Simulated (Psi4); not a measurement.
Psi4 1.11, PBE0/def2-tzvp, scf_type pk: Hf(F)4 ([F][Hf]([F])([F])[F]), 5 atoms. The geometry is a generated start, not checked to be a minimum at this level.

```
Property                                            Result
-------------------------  -------------------------------
task                                                energy
method                                                pbe0
basis                                            def2-tzvp
memory                                                7 GB
e_convergence                                        1e-08
d_convergence                                        1e-07
guess                       auto, which took SAD (default)
diis_max_vecs                                 10 (default)
scf_initial_accelerator                    adiis (default)
dft_radial_points                             75 (default)
dft_spherical_points                         302 (default)
effective core potentials  those of the basis set, past Kr
basis functions                                        164
grid points                                         109294
```

```xyz
5

Hf     0.0003     0.0004     0.0006
F      1.1943     0.8564    -1.0759
F      0.8873    -1.1467     1.1011
F     -1.1783    -0.9346    -1.0252
F     -0.9036     1.2245     0.9994
```

The reference run uses exact four-centre integrals (scf_type = pk). One run each, on a shared machine, so no times are given.

Settings tried, all else as in the reference:
- scf_type = mem_df
- scf_type = dfdirj+cosx, cosx_radial_points_final = 50, cosx_spherical_points_final = 194
- scf_type = dfdirj+cosx, cosx_radial_points_final = 75, cosx_spherical_points_final = 302
- scf_type = dfdirj+cosx, cosx_radial_points_final = 25, cosx_spherical_points_final = 50
- scf_type = dfdirj+link
- scf_type = cd, cholesky_tolerance = 1e-05
- scf_type = cd, cholesky_tolerance = 0.001
- scf_type = cd, cholesky_tolerance = 1e-06
- scf_type = cd, cholesky_tolerance = 0.0001 (default)
- scf_type = dfdirj+cosx
- scf_type = dfdirj+snlink

Question: Which settings reproduce the reference to 1.0 meV/atom in energy?

Answer: Within it: scf_type = cd, cholesky_tolerance = 1e-06; scf_type = cd, cholesky_tolerance = 1e-05; scf_type = mem_df; scf_type = dfdirj+cosx, cosx_radial_points_final = 50, cosx_spherical_points_final = 194; scf_type = dfdirj+link; scf_type = dfdirj+snlink; scf_type = dfdirj+cosx, cosx_radial_points_final = 75, cosx_spherical_points_final = 302; scf_type = dfdirj+cosx. Outside: scf_type = cd, cholesky_tolerance = 0.0001 (default); scf_type = cd, cholesky_tolerance = 0.001; scf_type = dfdirj+cosx, cosx_radial_points_final = 25, cosx_spherical_points_final = 50.

```csv
setting,energy against the reference
"scf_type = cd, cholesky_tolerance = 1e-06",−0.011 meV/atom
"scf_type = cd, cholesky_tolerance = 1e-05",−0.11 meV/atom
scf_type = mem_df,−0.17 meV/atom
"scf_type = dfdirj+cosx, cosx_radial_points_final = 50, cosx_spherical_points_final = 194",−0.30 meV/atom
scf_type = dfdirj+link,−0.38 meV/atom
scf_type = dfdirj+snlink,−0.38 meV/atom
"scf_type = dfdirj+cosx, cosx_radial_points_final = 75, cosx_spherical_points_final = 302",−0.44 meV/atom
scf_type = dfdirj+cosx,+0.71 meV/atom
"scf_type = cd, cholesky_tolerance = 0.0001 (default)",−1.6 meV/atom
"scf_type = cd, cholesky_tolerance = 0.001",−2.3 meV/atom
"scf_type = dfdirj+cosx, cosx_radial_points_final = 25, cosx_spherical_points_final = 50",+3.2 meV/atom
```

Total energies are compared; such shifts often cancel in part in energy differences. The DFDIRJ builders fit J, which adds its shift to that of exchange. Psi4 runs the final COSX grid once, on the density of the start grid. No test of the SCF solution's stability was run. Also tried and not ranked: scf_type = direct (same energy as a listed run); scf_type = cd, cholesky_tolerance = 0.01 (possibly another state). The tolerance is a choice made for this comparison.
